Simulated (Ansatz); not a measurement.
Take ZrC in the rock salt structure (space group Fm-3m, No. 225; relaxed with 0.1 eV smearing) as the base.

```yaml
crystal:
  lattice:
    - [0.00000, 2.33454, 2.33454]
    - [2.33454, 0.00000, 2.33454]
    - [2.33454, 2.33454, 0.00000]
  atoms:
    - { symbol: Zr, position: [0.00000, 0.00000, 0.00000] }
    - { symbol: C, position: [0.50000, 0.50000, 0.50000] }
```

Cartesian axes are those of the cell as printed.

Calculations: Ansatz (a quantum-chemistry and plane-wave program) PBEsol, spin-orbit coupling left out.

It is then changed as follows: tensile biaxial strain of 2.00 % in the plane normal to [001], as in epitaxy on a mismatched substrate; the out-of-plane cell vector and the atoms relax.

Question: Predict the new in-plane stress, energy relative to the base and ratio −ε⊥/ε∥.

Answer: The mean in-plane stress (compression positive) comes out as -9.9 GPa; the energy increases by 17 meV/atom; the ratio −ε⊥/ε∥ is 0.41.

Stability against distortions was not tested. The final runs are not spin-polarised.
